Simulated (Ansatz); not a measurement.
Density of states of ScSi (Pm-3m) near the Fermi level, PBEsol, rigid bands (Ansatz, a first-principles code).

```
E − E_F (eV) | states/eV/cell
    -1.95 | ###### 0.84
    -1.85 | ###### 0.82
    -1.75 | ###### 0.80
    -1.65 | ###### 0.78
    -1.55 | ###### 0.77
    -1.45 | ###### 0.76
    -1.35 | ###### 0.75
    -1.25 | ###### 0.80
    -1.15 | ####### 0.90
    -1.05 | ######## 0.99
    -0.95 | ####### 0.91
    -0.85 | ####### 0.87
    -0.75 | ####### 0.87
    -0.65 | ####### 0.88
    -0.55 | ####### 0.91
    -0.45 | ####### 0.96
    -0.35 | ######## 1.03
    -0.25 | ######### 1.15
    -0.15 | ########### 1.41
    -0.05 | ############### 1.99
     0.05 | ####################### 3.05
     0.15 | ############################## 3.95
     0.25 | ########################### 3.51
     0.35 | ####################### 2.97
     0.45 | ###################### 2.86
     0.55 | ####################### 3.02
     0.65 | #################### 2.57
     0.75 | ############### 2.01
     0.85 | ############ 1.64
     0.95 | ########## 1.32
     1.05 | ######## 1.07
     1.15 | ####### 0.97
     1.25 | ######### 1.16
     1.35 | ############## 1.87
     1.45 | ##################### 2.79
     1.55 | ######################## 3.15
     1.65 | ############### 2.03
     1.75 | ############## 1.87
     1.85 | ################ 2.12
     1.95 | ################# 2.20
```

How far does the Fermi level move in a rigid band for 0.1 electron a cell added or removed?

37 meV and -44 meV.

A metal at this level (no band gap); rigid bands, thermally averaged at 300 K, both spins. Spin-orbit coupling is left out. Geometry: cell and atoms relaxed with PBEsol.

Computed structure with no diffraction record at hand here (it may be known, metastable or hypothetical): ScSi (Pm-3m).
